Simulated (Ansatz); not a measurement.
The reference is Os in the hcp (Mg type) structure (space group P6_3/mmc, No. 194; a = 2.754 Å, c = 4.347 Å; relaxed with 0.1 eV smearing). Axes: x lies along a and z along c of the hexagonal cell.

Method: PBE in Ansatz (plane waves to 420 eV, PAW, scalar-relativistic without spin-orbit coupling).

The change: uniaxial strain ε_xx = +2.50 %, all other strain components held at zero, atoms relaxed at fixed cell.

**Question.** Predict the stress tensor and what it implies for the stiffness.

**Answer.** Stress of the strained cell less that of the base (GPa, compression positive):
```
  -16.1     0.0     0.0
    0.0    -5.1     0.0
    0.0     0.0    -5.2
```

Then −Δσ_ii/ε with ε = 0.0250 gives secant stiffness values (nonlinear terms included at this strain): C11 ≈ 645 GPa, C12 ≈ 205 GPa and C13 ≈ 207 GPa.

As a check, the harmonic strain energy −½ V₀ Δσ:ε is 18 meV/atom; the computed energy rise is 19 meV/atom.

No phonon test of stability was made. All final runs are without spin polarisation.

Ansatz is an electronic-structure program.
